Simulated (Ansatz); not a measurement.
The starting structures come from a database of crystals and need not be the phases stable at ambient conditions.

By PBEsol, the system below comes out a metal.

Crystal: Mo2N (R-3m, not sure to be the ambient phase, 3 atoms a cell, 12.0 Å³ an atom, -7 GPa at this level); planes in its conventional cell.

Computed with PBEsol (plane waves, PAW; Ansatz, a program for electronic structure).

Ballistic conductance counts the channels of both spins, as a mean over 0.1 eV about the Fermi level; spin-orbit coupling is left out.

```json
[
 {"plane": "(110)", "area (Å²)": "25.0", "G/A (10¹⁵ S/m²)": "0.80"},
 {"plane": "(001)", "area (Å²)": "7.2", "G/A (10¹⁵ S/m²)": "[?]"},
 {"plane": "(100)", "area (Å²)": "43.2", "G/A (10¹⁵ S/m²)": "[?]"}
]
```

Q: What belongs in the gaps?

A: 
- (001), G/A (10¹⁵ S/m²): 0.67
- (100), G/A (10¹⁵ S/m²): 0.81
